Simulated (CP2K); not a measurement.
Band structure of CdSe (F-43m, 2 atoms in the cell).

```xyz
2
Lattice="4.2780 0.0000 0.0000 2.1390 3.7049 0.0000 2.1390 1.2350 3.4930" Properties=species:S:1:pos:R:3 pbc="T T T"
Cd     0.0000     0.0000     0.0000
Se     2.1390     1.2350     0.8732
```

Computed with CP2K with PBE, GPW, DZVP-MOLOPT-SR-GTH basis, GTH-PBE potentials (GTH_POTENTIALS).

Settings: CUTOFF = 500 Ry; REL_CUTOFF = 60 Ry; SMEAR/METHOD = FERMI_DIRAC; ELECTRONIC_TEMPERATURE = 580.23 K; KPOINTS/SCHEME = MONKHORST-PACK 9 9 9; XC_FUNCTIONAL = PBE; Cd/BASIS_SET = DZVP-MOLOPT-SR-GTH-q12; Cd/POTENTIAL = GTH-PBE-q12; Se/BASIS_SET = DZVP-MOLOPT-SR-GTH-q6; Se/POTENTIAL = GTH-PBE-q6; METHOD = GPW; EPS_DEFAULT = 1e-11; EXTRAPOLATION = USE_GUESS; NGRIDS = 5.

The starting cell has typed, rounded lattice constants, without a prior relaxation at this level. Values carry the incompleteness of an atom-centred basis.

**Question.** Predict the gap along the standard path and the places of the band edges.

**Answer.** The gap along the path is 0.65 eV, direct at Γ to within 0.01 eV.

Levels in eV from the top of the valence band on the SCF mesh, bands 6 to 10:
```csv
point,6,7,8,9,10
Γ,-7.62,0.00,0.00,0.00,0.65
X,-7.24,-4.17,-1.94,-1.94,3.12
W,-7.11,-4.08,-2.32,-2.32,5.28
K,-7.15,-4.11,-2.63,-1.59,3.77
L,-7.31,-4.51,-0.79,-0.79,2.49
U,-7.15,-4.11,-2.63,-1.59,3.77
```

Higher empty bands are left out: an atom-centred basis made for the valence describes them poorly.
